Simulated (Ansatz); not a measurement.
The reference is ZrN in the rock salt structure (space group Fm-3m, No. 225; a = 4.553 Å; relaxed with 0.1 eV smearing).

Level of theory: Kohn–Sham DFT with the PBEsol functional, run in Ansatz (a first-principles code) with PAW and 420 eV plane waves, no spin-orbit coupling, earlier PAW set.

Before the change:

- Pressure: 0.0 GPa

The change: an isotropic linear strain of −1.67 %; the atoms relax in the strained cell.

Question: How does this affect the energy relative to the base and pressure?

Answer: The energy goes up by 26 meV/atom; the pressure goes from zero to 15.1 GPa.

Whether these cells are dynamically stable was not tested. The final runs are not spin-polarised. An odd electron count without spin: ZrN.
